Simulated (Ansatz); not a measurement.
A computed series for GaCuSe2: pressure series

Consider GaCuSe₂ in the chalcopyrite structure (space group I-42d, No. 122; a = 5.608 Å, c = 11.098 Å).

Cell and atoms are relaxed at each pressure.

Computed with DFT with r2SCAN, PAW potentials and a 500 eV plane-wave cutoff in Ansatz (a quantum-chemistry and plane-wave program), no SOC.

For the base:

```
Property                        Result
-----------------------------  -------
Width of the top valence band  0.93 eV
```

### Question
The aim is a width of the top valence band between 1.13 eV and 1.20 eV. Which of these changes reaches it?
A) pressure 18 GPa
B) pressure 45 GPa
C) pressure 9 GPa

### Answer
C, pressure 9 GPa. It gives 1.17 eV; pressure 45 GPa gives 1.86 eV; pressure 18 GPa gives 1.36 eV. Changes not listed may reach it too

The levels and masses belong to the bands next to the band gap. Load acts through the strain it causes; cell and atoms are relaxed under it. Whether these cells are dynamically stable was not tested. No other phases were tried under pressure. The final runs are not spin-polarised.
